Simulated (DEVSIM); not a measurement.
Device: Ru/SiO2/p-Si capacitor, at 300 K.

Layer 1 from the left is SiO2, thickness (nm) 3.20. Layer 2 from the left is Si, thickness (nm) 440, Na (cm⁻³) 1.7e18.

Metal gate on the left, work function 4.7 eV. Fixed charge at the semiconductor interface 1.5e11 cm⁻² (in units of +e); no interface traps.

The device is made up for the run: typed textbook-type constants, with dimensions and the other settings drawn at random. Values at 300 K.

SiO2: gap (eV) 9, affinity (eV) 0.9, permittivity 3.9. Si: gap (eV) 1.124, affinity (eV) 4.05, permittivity 11.7, Nc (cm⁻³) 2.86e19, Nv (cm⁻³) 3.1e19.

Simulated with DEVSIM: 1D Poisson equation in equilibrium, Boltzmann statistics, complete ionisation; no quantum confinement or tunnelling. Metal contacts follow the ideal Schottky-Mott rule: no Fermi-level pinning, no interface dipoles.

**Question.** What does the simulation give for the flat-band voltage?

**Answer.** flat-band voltage -0.42 V.
